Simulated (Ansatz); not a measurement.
The parent structure is MgO in the rock salt structure (space group Fm-3m, No. 225; a = 4.214 Å). Axes: x, y, z lie along the cube axes.

Now apply this change: biaxial strain +4.14 %, plane normal [001], relaxed out of plane (Cartesian); in-plane vectors clamped, the third vector and the atoms free.

Levels (all Ansatz, a quantum-chemistry and plane-wave program, PAW): PBEsol (420 eV, no spin-orbit coupling); HSE06+SOC (420 eV, with spin-orbit coupling).

The geometry is relaxed with PBEsol.

- PBEsol valence-band top at Γ = 0.00, 0.00, -0.16 eV
- PBEsol band gap = 4.02 eV

Predict the valence-band top at Γ and band gap from HSE06+SOC.

The valence-band top at Γ (three highest Kramers pairs, from the VBM) becomes 0.00, -0.03, -0.23 eV (PBEsol: 0.00, 0.00, -0.16 eV); the band gap rises by 1.75 eV, from 4.02 eV to 5.77 eV.

Single points use the geometry relaxed with PBEsol. Differences between runs with and without spin-orbit coupling are approximate. Whether these cells are dynamically stable was not tested.
